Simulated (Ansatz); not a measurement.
# PBE against r2SCAN: PtGe, uniaxial strain ε_yy = +5.00 %

Start from PtGe (space group Pnma, No. 62; a = 5.8187 Å, b = 3.7571 Å, c = 6.1752 Å). Axes: x, y, z lie along a, b, c of the conventional cell.

(Cell as relaxed with PBE.)

Levels (all Ansatz, a first-principles code, PAW): PBE (420 eV, without spin-orbit coupling); r2SCAN (500 eV, spin-orbit coupling left out).

Each level relaxes its own structure.

```csv
base,PBE,r2SCAN
volume per atom,16.87 Å³,16.42 Å³
band gap,zero,zero
```

One thing is altered: uniaxial strain ε_yy = +5.00 %, all other strain components held at zero; the atoms relax in the strained cell.

| quantity | PBE | r2SCAN |
|---|---|---|
| energy relative to the base (free energy F) | +24 meV/atom | ? |
| shortest interatomic distance | 2.515 Å | ? |
| pressure (mean of the normal stresses, compression positive) | -6.0 GPa | ? |
| band gap | zero | ? |
| largest internal atomic displacement | 0.038 Å | ? |

### Question
Given the PBE results, estimate those of r2SCAN.

### Answer

- energy relative to the base (free energy F), r2SCAN: +26 meV/atom
- shortest interatomic distance, r2SCAN: 2.486 Å
- pressure (mean of the normal stresses, compression positive), r2SCAN: -6.7 GPa
- band gap, r2SCAN: zero
- largest internal atomic displacement, r2SCAN: 0.037 Å

PBE's energy relative to the base lies 2.4 meV/atom below r2SCAN's; PBE's shortest interatomic distance lies 0.029 Å above r2SCAN's (1.2 %); PBE's pressure lies 0.7 GPa above r2SCAN's; the two agree on the band gap. Neither level is exact; r2SCAN is the comparison here, not a measurement.

Without a gap, meshes like the base's 8×12×8 leave anisotropic stresses uncertain by several tenths of a GPa, and small strain energies with them. No phonon test of stability was made. All final runs are without spin polarisation.
